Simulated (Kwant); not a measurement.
Model system: quantum point contact (saddle potential) in a GaN two-dimensional gas. Effective mass 0.22 mₑ, grid spacing 10 nm, hard walls, nominal width 200 nm (19 grid rows, so walls 200 nm apart), one parabolic valley, scattering region 600 nm long along x; energies count from the band bottom; Fermi energy swept from 2.1365e-05 to 0.0010634 eV. Potential (V0 + ½k y²) cos²(πx/L) for |x| < L/2, with V0 = 0.00041 eV, k = 3.3e-07 eV/nm², L = 430 nm.

Constants are typed, rounded textbook-type inputs, not results; the design itself was drawn at random and stands for no fabricated device.

Kwant, effective-mass tight-binding model on a square grid, one spin, coherent transport at 0 K. Conductance is in e²/h.

Sweep values stay those of the base run.

The length of the gated region was swept, all else fixed.

```
length of the gated region (nm)  mean G (e²/h) over the sweep  G (e²/h) at E = 0.7916 meV  G (e²/h) at E = 0.2781 meV  G (e²/h) at E = 0.5348 meV
-------------------------------  ----------------------------  --------------------------  --------------------------  --------------------------
110                                                      0.66                        1.18                       0.036                        0.43
220                                                      0.62                        1.07                     0.00050                        0.28
300                                                      0.62                        1.03                      2.7e-5                        0.21
430                                                      0.62                        1.01                  (withheld)                  (withheld)
560                                                      0.62                        1.00                      3.2e-9                       0.068
```

Q: Complete the blanks.

A: 
- 430, G (e²/h) at E = 0.2781 meV: 2.9e-7
- 430, G (e²/h) at E = 0.5348 meV: 0.12
